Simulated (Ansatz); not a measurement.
Abridged Ansatz (an electronic-structure program) output:

```
Relaxation: its limit of steps is 50 (relax.max_steps)
Pseudopotential: Pb, paw, valence charge 14
Pseudopotential: F, paw, valence charge 7
Crystal: 3 atoms, lattice volume = 51.304 Å³
Basis set: ecut = 420 eV, 961 PW (Γ), exchange–correlation on 60×60×60 points (8 copies of the dense FFT grid, shifted against one another)
Bands: 18, of which v1, the nominal top of the filled ones, is band 14 counted from 1 (13 counted from 0)
Symmetry: 8 space group operations
k-points: 171 of 1000
Functional: x = pbesol(κ = 0.804, μ = 0.12345679012345678), c = pbesol(β = 0.046)
SCF iter   1: F=—  HF=-13357.255029 eV  |F-HF|=—  |Δ(HF+E_count)|=         —  Δρ=1.46e-2  dr2=7.49e-2  ethr=1.77e-3  ⟨swp⟩=6.0  Hψ=15813  notcnv=0
SCF iter   2: F=—  HF=-13357.243133 eV  |F-HF|=—  |Δ(HF+E_count)|=   1.19e-2  Δρ=9.74e-3  dr2=3.07e-2  ethr=2.68e-4  ⟨swp⟩=2.4  Hψ=7617  notcnv=0
SCF 1 converged in 8 iterations: F = -13357.234492 eV  dr2 = 6.04e-12
relax step   1: F+E_penalty+E_count = -13357.23449195 eV  Δ(F+E_penalty+E_count) = +0.000e0 eV  max|allowed force component| = 6.220e-2 eV/Å  Δτ_max = 0.0000 Å  (8 SCF iters, accepted)
Crystal: 3 atoms, lattice volume = 51.304 Å³
SCF iter   1: F=—  HF=-13357.235420 eV  |F-HF|=—  |Δ(HF+E_count)|=         —  Δρ=2.00e-3  dr2=6.70e-4  ethr=2.23e-6  ⟨swp⟩=2.0  Hψ=11960  notcnv=0
SCF iter   2: F=—  HF=-13357.235236 eV  |F-HF|=—  |Δ(HF+E_count)|=   1.83e-4  Δρ=7.57e-4  dr2=8.97e-5  ethr=2.23e-6  ⟨swp⟩=2.8  Hψ=5299  notcnv=0
SCF 2 converged in 7 iterations: F = -13357.235223 eV  dr2 = 5.13e-11
relax step   2: F+E_penalty+E_count = -13357.23522269 eV  Δ(F+E_penalty+E_count) = -7.307e-4 eV  max|allowed force component| = 2.675e-2 eV/Å  Δτ_max = 0.0206 Å  (7 SCF iters, accepted)
Crystal: 3 atoms, lattice volume = 51.304 Å³
SCF iter   1: F=—  HF=-13357.235417 eV  |F-HF|=—  |Δ(HF+E_count)|=         —  Δρ=6.05e-4  dr2=6.14e-5  ethr=2.17e-6  ⟨swp⟩=2.1  Hψ=8889  notcnv=0
SCF iter   2: F=—  HF=-13357.235389 eV  |F-HF|=—  |Δ(HF+E_count)|=   2.79e-5  Δρ=2.26e-4  dr2=7.90e-6  ethr=2.19e-7  ⟨swp⟩=2.5  Hψ=6354  notcnv=0
SCF 3 converged in 6 iterations: F = -13357.235388 eV  dr2 = 2.24e-10
relax step   3: F+E_penalty+E_count = -13357.23538831 eV  Δ(F+E_penalty+E_count) = -1.656e-4 eV  max|allowed force component| = 4.888e-5 eV/Å  Δτ_max = 0.0062 Å  (6 SCF iters, accepted)
SCF converged after 6 iterations
Free energy (F): -13357.235388 eV
Internal energy: -13357.235388 eV  (E = F + TS)
E sigma→0 (E₀):  -13357.235388 eV
Fermi energy:    7.342215 eV
--- Forces (eV/Å), atoms counted from 1 ---
  atom   1  Pb    -0.00000000     0.00000000    -0.00000000
  atom   2  F     -0.00000000    -0.00000000    -0.00004888
  atom   3  F      0.00000000     0.00000000     0.00004888
--- Stress (GPa, compression-positive) ---
       -0.000451      -0.508164      -0.000000
       -0.508164      -0.000451       0.000000
       -0.000000       0.000000       0.011314
  P = ⅓ Tr σ = 0.0035 GPa (0.035 kbar)
--- Relaxed structure (3 steps of the walk, 3 accepted, 0 SCFs on fresh bases) ---
  atoms:
    - { symbol: Pb, position: [-4.9014487657205895e-20, -4.901448765720552e-20, 4.90144876572058e-20] }
    - { symbol: F, position: [0.2475586188268805, 0.2475586188268805, 0.25244138117311943] }
    - { symbol: F, position: [0.7524413811731194, 0.7524413811731194, 0.7475586188268804] }
```

**Question.** What was computed, and what are the main results?

**Answer.** PbF2, 3 atoms in the cell, with PBEsol in Ansatz (plane waves to 420 eV, PAW, no spin-orbit coupling). The last SCF converged to F = -13357.235388 eV, or -4452.4118 eV per atom, at a pressure of 0.00 GPa. The total energy compares only with runs of the same code, potentials and settings.

With Pb present, leaving out spin-orbit coupling can change the band edges. The cells carry an imposed strain or load. Whether these cells are dynamically stable was not tested. The cell was made from PbF$_{2}$ in the fluorite structure (space group Fm-3m, No. 225) by this change: tensor shear ε_xy = +1.14 %.

Keys are those of Ansatz 0.2.
